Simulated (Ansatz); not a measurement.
A user runs Ansatz (a first-principles code) on Li₃Au (P1, 4 atoms in the cell) and asks whether the run is sound. The aim is a self-consistent single point with DFT, r2SCAN, plane waves, default PAW files made with PBE.

Cell that was meant: a = 4.4562 Å, b = 4.4562 Å, c = 4.4562 Å, α = 60.00°, β = 60.00°, γ = 60.00°.

Part of the input:

Ansatz 0.2 input:
```yaml
    - { symbol: Li, position_ang: [4.714488, 4.719498, 4.731321] }
    - { symbol: Li, position_ang: [3.155638, 3.138935, 3.138538] }
    - { symbol: Au, position_ang: [0.017113, 0.021874, 0.033391] }
basis:
  ecutwfc: 250.0
kpoints:
  mp_grid: { grid: [8, 8, 8] }
hamiltonian:
```

The program printed (abridged):

```
   [... lines left out ...]
k-points: 260 of 512 (time reversal used)
PAW frozen core: Au, regenerated for the run's functional
Initial density: superposition of atomic densities (neutral atoms: chi_scale 0, normalization atom), corrected by the library's trained network
Initial wavefunctions: pseudopotential atomic-orbital guess
Eigensolver: davidson
Functional: x = r2scan, c = r2scan; τ floored in thin density (d = 2e-4 eV/Å³)
SCF iter   1: F=—  HF=-13778.939059 eV  |F-HF|=—  |Δ(HF+E_count)|=         —  Δρ=1.86e-2  dr2=7.14e-2  dr2_τ=2.86e-2  ethr=1.77e-3  ⟨swp⟩=3.9  Hψ=18913  notcnv=0
all-band conjugate gradients solve this SCF's bands
preconditioner: auto → Kerker (q_TF=auto, 2.386 Å⁻¹)
SCF iter   2: F=—  HF=-13778.973273 eV  |F-HF|=—  |Δ(HF+E_count)|=   3.42e-2  Δρ=9.02e-3  dr2=2.35e-2  dr2_τ=3.23e-3  ethr=2.55e-4  ⟨swp⟩=3.0  Hψ=11407  notcnv=0  defer=33
   [... lines left out ...]
SCF iter   6: F=—  HF=-13778.974073 eV  |F-HF|=—  |Δ(HF+E_count)|=   1.38e-5  Δρ=3.86e-5  dr2=1.76e-6  dr2_τ=2.28e-8  ethr=1.13e-7  ⟨swp⟩=2.0  Hψ=6344  notcnv=0  defer=33
SCF iter   7: F=—  HF=-13778.974073 eV  |F-HF|=—  |Δ(HF+E_count)|=   5.73e-8  Δρ=1.37e-5  dr2=1.26e-7  dr2_τ=5.83e-9  ethr=6.27e-9  ⟨swp⟩=2.1  Hψ=6719  notcnv=0  defer=33
SCF iter   8: F=-13778.974073 eV  HF=-13778.974073 eV  |F-HF|=1.76e-9  |Δ(HF+E_count)|=   3.11e-8  Δρ=2.07e-6  dr2=3.87e-9  dr2_τ=5.21e-11  ethr=3.57e-10  ⟨swp⟩=5.1  Hψ=16654  notcnv=0
SCF 1 converged in 8 iterations: F = -13778.974073 eV  dr2 = 3.87e-9
Free energy (F): -13778.974073 eV
Internal energy: -13778.963888 eV  (E = F + TS)
E sigma→0 (E₀):  -13778.968981 eV
Entropy (-TS):   -0.010185 eV (-2.546 meV/atom)
Fermi energy:    7.018724 eV
--- Forces (eV/Å), atoms counted from 1 ---
  atom   1  Li     0.05003976     0.02286443     0.10390022
  atom   2  Li     0.04946644     0.02797791    -0.00545543
  atom   3  Li    -0.03441041     0.00759926    -0.00643165
  atom   4  Au    -0.06552517    -0.05810730    -0.09201870
--- Stress (GPa, compression-positive) ---
       -0.196242      -0.004402       0.023343
       -0.004402      -0.191681       0.020294
        0.023343       0.020294      -0.201870
  P = ⅓ Tr σ = -0.1966 GPa (-1.966 kbar)
  The stress holds the Pulay correction. Without it, at fixed plane waves, as pw.x and ABINIT print it: P = -27.7323 GPa
```

**Question.** Can these results be used? Check the input.

**Answer.** The run is not sound. The fault is a basis or grid far too coarse for these potentials. Far below the cutoff that the potentials were made for, the basis cannot represent the orbitals near the nuclei, and energies, forces and above all the stress go wrong. To fix it, restore the cutoff that the potentials need and check convergence. The run converged in 8 iterations without an error; against the sound input the free energy rises by 370 meV/atom, the pressure goes from -0.69 to -0.20 GPa and the largest force hardly changes (0.124 to 0.127 eV/Å). At a fixed set of plane waves, without the program's Pulay estimate, the pressure is -27.73 GPa against -0.72 GPa.

An input that runs soundly differs in these lines (not the only fix; some lines may just follow from the change or write a value another way):
```diff
-basis:
-  ecutwfc: 250.0
```

With that input, the run converged in 8 iterations: free energy E − TS (on the zero of these files) -13780.4528 eV; Fermi level (on the code's own zero) 7.00 eV; pressure -0.69 GPa; largest force (vector length) 0.124 eV/Å (DFT, r2SCAN, plane waves, default PAW files made with PBE).

On the sound input: the starting cell comes from a database of published, mostly measured structures (it also holds non-ambient and calculated ones), without a prior relaxation at this level. Its atoms were displaced at random from the sites of space group no. 225. Ansatz's pressure includes its estimate of the finite-basis (Pulay) stress.
